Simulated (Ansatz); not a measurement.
## AlN, pressure series

Take AlN in the zinc blende structure (space group F-43m, No. 216; a = 4.403 Å) as the base.

Cell and atoms are relaxed at each pressure.

Level of theory: PBE (Ansatz, a first-principles code; PAW; 420 eV plane waves; without spin-orbit coupling).

Notes on the quantities. enthalpy: H = E + PV relative to the base's energy.

```csv
case,smallest direct gap,width of the top valence band,enthalpy
base,3.98 eV,2.63 eV,–
pressure −2 GPa,3.88 eV,2.61 eV,-0.13 eV/atom
pressure −1 GPa,3.93 eV,2.62 eV,-0.07 eV/atom
pressure 0.3 GPa,3.99 eV,2.64 eV,+0.02 eV/atom
pressure 0.7 GPa,[?],2.64 eV,+0.05 eV/atom
pressure 1.5 GPa,4.04 eV,2.65 eV,+0.10 eV/atom
pressure 3 GPa,[?],2.67 eV,+0.20 eV/atom
pressure 5 GPa,4.19 eV,2.69 eV,+0.33 eV/atom
pressure 7.5 GPa,4.29 eV,2.71 eV,+0.49 eV/atom
pressure 10 GPa,4.39 eV,2.73 eV,+0.65 eV/atom
```

Problem. Complete the table.

Solution. 
- pressure 0.7 GPa, smallest direct gap: 4.01 eV
- pressure 3 GPa, smallest direct gap: 4.11 eV

Load acts through the strain it causes; cell and atoms are relaxed under it. Whether these cells are dynamically stable was not tested. Tetrahedral semiconductors of this kind turn to denser phases somewhere between about 1 and 50 GPa; those were not computed, so compressed cells here can lie past the real transition. This is not the structure that AlN has at room temperature and ambient pressure.
